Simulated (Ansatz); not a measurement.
Band structure of SrGe2Rh2 (I4/mmm, 5 atoms in the cell).

```xyz
5
Lattice="-2.0992 2.0992 5.4202 2.0992 -2.0992 5.4202 2.0992 2.0992 -5.4202" Properties=species:S:1:pos:R:3 pbc="T T T"
Sr     0.0000     0.0000     0.0000
Ge     0.0000     0.0000     6.8692
Ge     0.0000     0.0000     3.9712
Rh     2.0992     0.0000     2.7101
Rh     0.0000     2.0992     2.7101
```

Method of the run: PBEsol, PAW files made with PBE (plane waves; Ansatz, a first-principles code).

Settings: kpoints.mp_grid.grid = 7 7 7; hamiltonian.xc = pbesol; hamiltonian.pseudopotentials = {kind: paw} (the program's default PAW files); scf.occupations.method = gaussian; scf.occupations.width = 0.05 eV; kpoints.band_path.npoints = 8.

The starting cell comes from a database of computed structures (which also holds hypothetical and non-ambient phases and stackings), without a prior relaxation at this level. Spin polarisation is off.

Levels in eV from the Fermi level, bands 33 to 40:
```tsv
point	33	34	35	36	37	38	39	40
Γ	-1.27	-1.22	-0.44	-0.44	-0.20	0.90	2.89	2.89
X	-2.48	-1.57	-1.56	-0.94	-0.81	0.40	0.55	1.82
Y	-2.56	-1.84	-1.59	-0.74	-0.39	0.40	0.58	1.97
S	-2.33	-2.29	-2.12	0.28	0.84	0.97	3.32	3.40
Z	-1.22	-0.22	-0.22	-0.20	0.86	2.00	2.18	4.09
S1	-2.33	-2.29	-2.12	0.28	0.84	0.97	3.32	3.40
N	-2.42	-2.41	-1.79	-1.00	0.98	2.10	2.15	3.28
P	-2.28	-1.57	-1.56	-0.90	-0.90	0.49	0.49	1.67
Y1	-2.56	-1.84	-1.59	-0.74	-0.39	0.40	0.58	1.97
```

Bands cross the Fermi level along this path, so the cell is metallic at this level.

Keys are those of Ansatz 0.2.
